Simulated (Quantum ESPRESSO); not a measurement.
Checking a run of Quantum ESPRESSO on NbFeF₆ (R-3, 8 atoms in the cell). The aim is a self-consistent single point with DFT, PBEsol, plane waves, PseudoDojo standard norm-conserving (PBESOL) pseudopotentials.

The input file:

```fortran
&CONTROL
   calculation = 'scf'
   prefix = 'scf'
   outdir = './out'
   pseudo_dir = './'
   tprnfor = .true.
   tstress = .true.
/
&SYSTEM
   ibrav = 5
   celldm(1) = 10.6786336547
   celldm(4) = 0.544392955175
   nat = 8
   ntyp = 3
   ecutwfc = 90
   occupations = 'smearing'
   smearing = 'fermi-dirac'
   degauss = 0.0099958
   tot_charge = -1
   nspin = 2
   starting_magnetization(2) = 0.250
/
&ELECTRONS
   conv_thr = 1.0d-10
   mixing_beta = 0.3
/
ATOMIC_SPECIES
F     18.9984  F.upf
Fe    55.8450  Fe.upf
Nb    92.9064  Nb.upf
ATOMIC_POSITIONS {crystal}
F     0.3557000000    0.1713000000    0.7379000000
F     0.7379000000    0.3557000000    0.1713000000
F     0.1713000000    0.7379000000    0.3557000000
F     0.6443000000    0.8287000000    0.2621000000
F     0.2621000000    0.6443000000    0.8287000000
F     0.8287000000    0.2621000000    0.6443000000
Fe    0.0000000000    0.0000000000    0.0000000000
Nb    0.5000000000    0.5000000000    0.5000000000
K_POINTS {automatic}
4 4 4  1 1 1
```

Output (repeated stretches shortened):

```
     G-vector sticks info
     --------------------
     sticks:   dense  smooth     PW     G-vecs:    dense   smooth      PW
     Sum        2743    2743    765                92585    92585   13649

     bravais-lattice index     =            5
     lattice parameter (alat)  =      10.6786  a.u.
   [... lines left out ...]
         2        F      tau(   2) = (   0.2704312  -0.0545062   1.0554618  )
         3        F      tau(   3) = (  -0.0880118   0.2614534   1.0554618  )
         4        F      tau(   4) = (   0.1824193   0.2069472   1.4478076  )
         5        F      tau(   5) = (  -0.2704312   0.0545062   1.4478076  )
         6        F      tau(   6) = (   0.0880118  -0.2614534   1.4478076  )
         7        Fe     tau(   7) = (   0.0000000   0.0000000   0.0000000  )
         8        Nb     tau(   8) = (   0.0000000  -0.0000000   1.2516347  )

     number of k points=    12  Fermi-Dirac smearing, width (Ry)=  0.0100
                       cart. coord. in units 2pi/alat
        k(    1) = (   0.0000000   0.0000000   0.1498041), wk =   0.0312500
        k(    2) = (  -0.2618966  -0.1512060   0.2496735), wk =   0.0937500
        k(    3) = (   0.5237931   0.3024121  -0.0499347), wk =   0.0937500
   [... 9 lines left out ...]

     Dense  grid:    92585 G-vectors     FFT dimensions: (  72,  72,  72)

     Initial potential from superposition of free atoms

     starting charge      70.9975, renormalised to      72.0000
     Self-consistent Calculation

     iteration #  1     ecut=    90.00 Ry     beta= 0.30

     total energy              =    -668.78357208 Ry
     estimated scf accuracy    <       2.64126114 Ry

     total magnetization       =     2.11 Bohr mag/cell
     absolute magnetization    =     2.20 Bohr mag/cell

     iteration #  2     ecut=    90.00 Ry     beta= 0.30

     total energy              =    -668.25555841 Ry
     estimated scf accuracy    <      25.87608171 Ry

     total magnetization       =     1.10 Bohr mag/cell
     absolute magnetization    =     1.14 Bohr mag/cell

   [... lines left out ...]

     iteration # 41     ecut=    90.00 Ry     beta= 0.30

     Magnetic moment per site  (integrated on atomic sphere of radius R)
     atom   1 (R=0.140)  charge=  6.3893  magn=  0.0343
     atom   2 (R=0.140)  charge=  6.3893  magn=  0.0343
     atom   3 (R=0.140)  charge=  6.3893  magn=  0.0343
     atom   4 (R=0.140)  charge=  6.3893  magn=  0.0343
     atom   5 (R=0.140)  charge=  6.3893  magn=  0.0343
     atom   6 (R=0.140)  charge=  6.3893  magn=  0.0343
     atom   7 (R=0.155)  charge= 13.6678  magn=  2.8868
     atom   8 (R=0.140)  charge=  7.8586  magn=  0.2455
     End of self-consistent calculation

     the Fermi energy is     7.8263 ev

!    total energy              =    -669.58836367 Ry
     estimated scf accuracy    <          3.8E-11 Ry
     smearing contrib. (-TS)   =      -0.03772787 Ry
     internal energy E=F+TS    =    -669.55063579 Ry

     total magnetization       =     3.85 Bohr mag/cell
     absolute magnetization    =     3.87 Bohr mag/cell

     convergence has been achieved in  41 iterations

     Forces acting on atoms (cartesian axes, Ry/au):

     atom    1 type  1   force =    -0.04692070   -0.04996177   -0.05095614
     atom    2 type  1   force =     0.06672851   -0.01565364   -0.05095614
     atom    3 type  1   force =    -0.01980781    0.06561541   -0.05095614
   [... lines left out ...]

     Total force =     0.209202     Total SCF correction =     0.000019

          total   stress  (Ry/bohr**3)                   (kbar)     P=      241.24
   0.00162979  -0.00000000   0.00000000          239.75       -0.00        0.00
   0.00000000   0.00162979   0.00000000            0.00      239.75        0.00
   0.00000000   0.00000000   0.00166017            0.00        0.00      244.22

   JOB DONE.
```

### Question
Can these results be used? Check the input.

### Answer
The run is not sound. The fault is an unintended net charge. A charged periodic cell changes the electron count and is neutralised by a uniform background, so energy, forces and pressure belong to another system. To fix it, remove the charge. The run converged in 41 iterations without an error; against the sound input the pressure goes from 3.61 to 24.12 GPa, the largest force goes from 1.365 to 2.196 eV/Å and the size of the net moment goes from 0.38 to 0.48 μB/atom.

The sound input it was made from differs as follows (other fixes are possible):
```diff
-   tot_charge = -1
```

With that input, the run converged in 37 iterations: free energy E − TS -9117.6400 eV; Fermi level (on the code's own zero) 6.67 eV; pressure 3.61 GPa; largest force (vector length) 1.365 eV/Å; size of the cell's spin moment 3.01 μB (DFT, PBEsol, plane waves, PseudoDojo standard norm-conserving (PBESOL) pseudopotentials).

On the sound input: the starting cell comes from a database of published, mostly measured structures (it also holds non-ambient and calculated ones), without a prior relaxation at this level. The magnetic order is the one reached from the typed start; others were not searched systematically. With a pressure of about 4 GPa the cell is away from its equilibrium volume at this level. Forces in this geometry exceed 1 eV/Å.
